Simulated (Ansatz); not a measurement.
By LDA, the system below comes out a metal.

The ballistic (Sharvin) conductance counts the channels at the Fermi level: G/A = (e²/h) × channels of both spins per area.

```
Ir
1.0
    2.72514     0.00000     0.00000
   -1.36257     2.36004     0.00000
    1.36257     0.78668     2.22507
Ir
1
Direct
  0.00000   0.00000   0.00000
```

The cell is taken as given; by LDA it stands under a pressure of -12.5 GPa.

The current flows along the normal of the first two printed cell vectors, the (111) plane of the conventional cell. No spin-orbit coupling; the value is a mean over 0.1 eV about the Fermi level.

State the ballistic conductance per area according to LDA (Ansatz, a quantum-chemistry and plane-wave program).

1.9 × 10¹⁵ S/m² for both spins.
